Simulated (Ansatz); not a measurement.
**Convergence series on Ta (P6_3/mmc, 4 atoms in the cell)**

```xyz
4
Lattice="2.9636 0.0000 0.0000 -1.4818 2.5666 0.0000 0.0000 0.0000 9.5354" Properties=species:S:1:pos:R:3 pbc="T T T"
Ta     0.0000     0.0000     0.0000
Ta     0.0000     0.0000     4.7677
Ta     0.0000     1.7110     2.3839
Ta     1.4818     0.8555     7.1516
```

Level of theory: LDA (PW92), default PAW files made with PBE (plane waves; Ansatz, a first-principles code).

The starting cell was generated: these elements placed on a structure prototype, without a prior relaxation; it need not be a known phase or ordering of this composition. Spin polarisation is off. In the base run, with a pressure of about -5 GPa the cell is away from its equilibrium volume at this level. Ansatz's pressure includes its estimate of the finite-basis (Pulay) stress.

Held fixed: kpoints.mp_grid.grid = 9 9 3; hamiltonian.xc = lda; hamiltonian.pseudopotentials = {kind: paw} (the program's default PAW files); scf.occupations.method = gaussian; scf.occupations.width = 0.1 eV.

ΔF is the free energy per atom less that of the last row (840 eV).

The first pressure column holds Ansatz's estimate of the finite-basis (Pulay) stress, which hides part of the cutoff error; the other is without it.

| basis.ecutwfc | ΔF (meV/atom) | pressure (GPa) | pressure at a fixed set of plane waves (GPa) | plane waves |
|---|---|---|---|---|
| 170 eV | 4312.6 | -13.14 | -168.44 | 363 |
| 210 eV | 824.5 | -2.52 | -49.26 | 515 |
| 250 eV | [?] | -4.98 | -13.95 | 649 |
| 295 eV | 15.4 | -5.06 | -6.00 | 813 |
| 335 eV | 5.8 | -5.02 | -5.24 | 1031 |
| 380 eV | [?] | -5.03 | -5.15 | 1243 |
| 420 eV | 0.88 | -5.03 | -5.08 | 1387 |
| 485 eV | 0.48 | -5.04 | -5.04 | 1763 |
| 545 eV | 0.30 | -5.04 | -5.05 | 2125 |
| 630 eV | 0.14 | -5.04 | -5.04 | 2559 |
| 735 eV | 0.06 | -5.04 | -5.04 | 3319 |
| 840 eV | 0.00 | -5.04 | -5.04 | 3951 |

Q: Some entries are withheld; supply them.

A: 
- 250 eV, ΔF (meV/atom): 121.5
- 380 eV, ΔF (meV/atom): 2.2

Keys are those of Ansatz 0.2.
